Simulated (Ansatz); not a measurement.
## Response to strain in WSi2

Base system: WSi$_{2}$ (space group I4/mmm, No. 139; a = 3.202 Å, c = 7.818 Å; relaxed with 0.1 eV smearing).

Strains are applied to the cell and any free atomic positions relax.

All numbers come from Kohn–Sham DFT with the PBEsol functional, run in Ansatz (a program for electronic structure) with PAW and 420 eV plane waves, scalar-relativistic without spin-orbit coupling.

Notes on the quantities. pressure: mean of the normal stresses, compression positive.

```tsv
isotropic strain (%)	pressure (GPa)
-3	25.9
-2	16.1
-1.5	11.6
-0.5	3.6
0	0.0
0.5	-3.4
2	?
2.5	-14.6
3	-16.9
```

Task: Fit P = P₀ − Bδ + Cδ² with δ = (1 + ε)³ − 1 to the rows shown and predict the withheld row.

Result: Least squares on the printed values gives P₀ = -0.1 GPa, B = 240 GPa (at held cell shape), C = 641 GPa (largest residual 0.2 GPa); this predicts -12.3 GPa, and the run gives -12.1 GPa, 0.2 higher.

Whether these cells are dynamically stable was not tested. All final runs are without spin polarisation.
